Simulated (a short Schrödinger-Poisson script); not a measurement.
**Symmetric double-gate stack, SiO2 on p-type GaN**

Structure: symmetric double-gate stack, SiO2 on p-type GaN, at 300 K.

```tsv
layer	material	thickness (nm)	Na (cm⁻³)
1	SiO2	2.6	-
2	GaN	8	6e16
3	SiO2	2.6	-
```

Constants are typed, rounded textbook-type inputs, not results; the design itself was drawn at random and stands for no fabricated device. SiO2: permittivity 3.9, conduction-band edge (eV) 3.2, gap (eV) 9, electron mass (mₑ) 0.5. GaN: permittivity 9.5, conduction-band edge (eV) 0, gap (eV) 3.43, Nv at 300 K (cm⁻³) 4.6e19.

Channel valleys (confinement mass, in-plane density-of-states mass, number): Γ 0.2, 0.2, 1. At the gates, both at one voltage, the conduction-band edge of layer 1 lies 3.45 eV − eVg above the Fermi level of the channel. Gaps are held at their typed values at every temperature. Mesh 0.03 nm at interfaces.

Solved with a short Schrödinger-Poisson script written for these runs: 1D Poisson equation in equilibrium, electrons quantum, Hartree (BenDaniel-Duke, 12 states a valley, the channel's in-plane mass for all, wave functions ending at the dielectric), parabolic valleys, classical holes, full ionisation, no traps, pinning or gate leakage.

```csv
Vg (V),electrons (cm⁻²),C (μF/cm²),Γ E0 (meV),Γ E1 (meV)
0,3.92e7,< 0.003,283.1,371.1
0.1,1.86e9,0.0117,183.2,271.2
0.2,7.06e10,0.357,88.9,176.5
0.3,5.86e11,1.22,31.3,116.6
0.4,1.46e12,1.53,2.9,84.3
0.5,2.46e12,1.66,-16.0,61.2
0.6,3.53e12,1.74,-30.7,42.5
0.7,4.63e12,1.80,-43.0,26.4
0.8,5.77e12,1.85,-53.5,12.4
0.9,6.94e12,1.89,-62.8,-0.2
1,8.13e12,1.92,-71.2,-11.6
1.1,9.33e12,1.94,-78.9,-22.2
1.2,1.05e13,1.96,-86.3,-32.2
1.3,1.18e13,1.97,-93.3,-41.8
1.4,1.30e13,1.99,-100.2,-51.0
1.5,1.43e13,2.00,-106.9,-60.0
1.6,1.55e13,2.01,-113.6,-68.8
1.7,1.68e13,2.02,-120.2,-77.4
1.8,1.80e13,2.03,-126.7,-85.8
```

Gate voltages with under 1e6 electrons/cm² are left out.

Subbands count from the Fermi level. The capacitance is that of both gates.

In real p-type GaN the Mg acceptor is only partly ionised, and so wide a gap doesn't supply an inversion layer without source and drain.
